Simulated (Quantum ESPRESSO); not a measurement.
Several settings converged on LaOF (P4mm, 6 atoms in the cell)

```xyz
6
Lattice="4.0896 0.0000 0.0000 0.0000 4.0896 0.0000 0.0000 0.0000 5.8430" Properties=species:S:1:pos:R:3 pbc="T T T"
La     2.0448     0.0000     4.2319
La     0.0000     2.0448     1.6611
O      0.0000     0.0000     2.9215
O      2.0448     2.0448     2.9215
F      2.0448     2.0448     0.0000
F      0.0000     0.0000     0.0000
```

Base method: LDA (PZ), GBRV 1.5 ultrasoft (LDA) pseudopotentials (plane waves; Quantum ESPRESSO).

Base settings: ecutwfc = 40 Ry; ecutrho = 200 Ry; occupations = smearing; smearing = fermi-dirac; degauss = 0.0036749 Ry; potentials = {La: la_lda_v1.uspp.F.UPF, O: o_lda_v1.2.uspp.F.UPF, F: f_lda_v1.4.uspp.F.UPF}; K_POINTS = automatic 3 3 2 0 0 0; conv_thr = 1e-10 Ry.

The count of work is k-points × plane waves × bands × iterations; it is no time. Core times come from one kind of shared machine, to one figure; runs under 30 s give none.

**Shifted k-point meshes**

Only quantities that move along the ladder and can be compared are tabulated.

```csv
K_POINTS,free energy less the last step's (meV/atom),pressure (GPa),largest difference of a force vector from the last step's (eV/Å),count of work / last,core time / last (rough)
automatic 2 2 1 1 1 1,-39.53,-8.28,0.146,0.0055,0.07
automatic 3 3 2 1 1 1,0.19,-7.97,0.009,0.014,0.06
automatic 5 5 4 1 1 1,0.00,-7.99,0.000,0.055,0.10
automatic 6 6 5 1 1 1,0.00,-7.99,0.000,0.089,0.1
automatic 8 8 6 1 1 1,0.00,-7.99,0.000,0.14,0.2
automatic 10 10 7 1 1 1,0.00,-7.99,0.000,0.28,0.3
automatic 12 12 8 1 1 1,0.00,-7.99,0.000,0.39,0.4
automatic 16 16 11 1 1 1,0.00,-7.99,0.000,1.0,1
```

Coarsest K_POINTS that holds the pressure within 0.05 GPa of the last step, with all finer ones: automatic 3 3 2 1 1 1, at 0.014 of the last step's count of work and about 0.06 of the last step's time; the step before is off by 0.29 GPa.

Coarsest K_POINTS that holds the forces within 0.01 eV/Å of the last step, with all finer ones: automatic 3 3 2 1 1 1, at 0.014 of the last step's count of work and about 0.06 of the last step's time; the step before is off by 0.15 eV/Å.

Coarsest K_POINTS that holds the free energy within 0.5 meV/atom of the last step, with all finer ones: automatic 3 3 2 1 1 1, at 0.014 of the last step's count of work and about 0.06 of the last step's time; the step before is off by 40 meV/atom.

**The width of Fermi-Dirac smearing**

The mesh stays at the base's, so the ladder's end is converged at best in this setting alone.

Only quantities that move along the ladder and can be compared are tabulated; the gap is left out on so coarse a mesh.

```tsv
degauss	free energy less the last step's (meV/atom)	pressure (GPa)	largest difference of a force vector from the last step's (eV/Å)
0.073499 Ry	-161.07	-4.71	0.813
0.036749 Ry	-5.92	-7.74	0.093
0.0147 Ry	0.00	-8.01	0.000
0.0073499 Ry	0.00	-8.01	0.000
0.00147 Ry	0.00	-8.01	0.000
```

Widest degauss that holds the forces within 0.02 eV/Å of the last step, with all finer ones: 0.0147 Ry; the step before is off by 0.093 eV/Å.

Widest degauss that holds the pressure within 1 GPa of the last step, with all finer ones: 0.036749 Ry; the step before is off by 3.3 GPa.

Widest degauss that holds the free energy within 0.5 meV/atom of the last step, with all finer ones: 0.0147 Ry; the step before is off by 5.9 meV/atom.

**The SCF threshold**

The mesh stays at the base's, so the ladder's end is converged at best in this setting alone.

Only quantities that move along the ladder and can be compared are tabulated; the gap is left out on so coarse a mesh.

| conv_thr | free energy less the last step's (meV/atom) | largest difference of a force vector from the last step's (eV/Å) | count of work / last |
|---|---|---|---|
| 0.0073 Ry | 1.99 | 0.237 | 0.25 |
| 0.00073 Ry | 0.93 | 0.110 | 0.29 |
| 7.3e-05 Ry | 0.04 | 0.042 | 0.38 |
| 7.3e-06 Ry | 0.01 | 0.007 | 0.42 |
| 7.3e-07 Ry | 0.00 | 0.005 | 0.46 |
| 7.3e-09 Ry | 0.00 | 0.000 | 0.58 |
| 1e-10 Ry | 0.00 | 0.000 | 0.75 |
| 7.3e-12 Ry | 0.00 | 0.000 | 0.75 |
| 7.3e-14 Ry | 0.00 | 0.000 | 1.0 |

Coarsest conv_thr that holds the free energy within 0.5 meV/atom of the last step, with all finer ones: 7.3e-05 Ry, at 0.38 of the last step's count of work; the step before is off by 0.93 meV/atom.

Coarsest conv_thr that holds the forces within 0.02 eV/Å of the last step, with all finer ones: 7.3e-06 Ry, at 0.42 of the last step's count of work; the step before is off by 0.042 eV/Å.

On the base run: the starting cell comes from a database of computed structures (which also holds hypothetical and non-ambient phases and stackings), without a prior relaxation at this level. Its lattice was rescaled by up to half a per cent. One atom was moved a little off its site on purpose. In the base run, with a pressure of about -8 GPa the cell is away from its equilibrium volume at this level.
